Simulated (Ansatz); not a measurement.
The reference is NaF in the rock salt structure (space group Fm-3m, No. 225; a = 4.629 Å). Axes: x, y, z lie along the cube axes.

Structures relaxed with DFT with PBEsol, PAW potentials and a 420 eV plane-wave cutoff in Ansatz (an electronic-structure program), no spin-orbit coupling.

Base:

Simulated powder pattern, Mo Kα, λ = 0.71073 Å (kinematic, ideal powder, no thermal factors, no anomalous dispersion; the 8 strongest lines at most, above 2 %, up to 2θ = 40°):

```json
[
 {"2θ (°)": "15.28", "I/Imax (%)": "2.1", "hkl": "(111)"},
 {"2θ (°)": "17.66", "I/Imax (%)": "100", "hkl": "(200)"},
 {"2θ (°)": "25.08", "I/Imax (%)": "63", "hkl": "(220)"},
 {"2θ (°)": "29.50", "I/Imax (%)": "2.1", "hkl": "(311)"},
 {"2θ (°)": "30.84", "I/Imax (%)": "19", "hkl": "(222)"},
 {"2θ (°)": "35.77", "I/Imax (%)": "7.7", "hkl": "(400)"}
]
```

After one change:

Simulated powder pattern, Mo Kα, λ = 0.71073 Å (kinematic, ideal powder, no thermal factors, no anomalous dispersion; the 8 strongest lines at most, above 2 %, up to 2θ = 40°):

```json
[
 {"2θ (°)": "17.54", "I/Imax (%)": "100"},
 {"2θ (°)": "24.66", "I/Imax (%)": "33"},
 {"2θ (°)": "25.15", "I/Imax (%)": "31"},
 {"2θ (°)": "30.43", "I/Imax (%)": "15"},
 {"2θ (°)": "31.23", "I/Imax (%)": "4.4"},
 {"2θ (°)": "35.51", "I/Imax (%)": "7.8"},
 {"2θ (°)": "39.55", "I/Imax (%)": "9.7"}
]
```

**Question.** What was done to the base?
A. biaxial strain +0.83 %, plane normal [111], relaxed out of plane
B. biaxial strain +0.42 %, plane normal [111], relaxed out of plane
C. biaxial strain +2.50 %, plane normal [111], relaxed out of plane
D. biaxial strain +1.67 %, plane normal [111], relaxed out of plane

**Answer.** D, biaxial strain +1.67 %, plane normal [111], relaxed out of plane. Its volume per atom is 12.66 Å³ against 12.40 Å³, and its space group is R-3m (No. 166).

Stability against distortions was not tested.
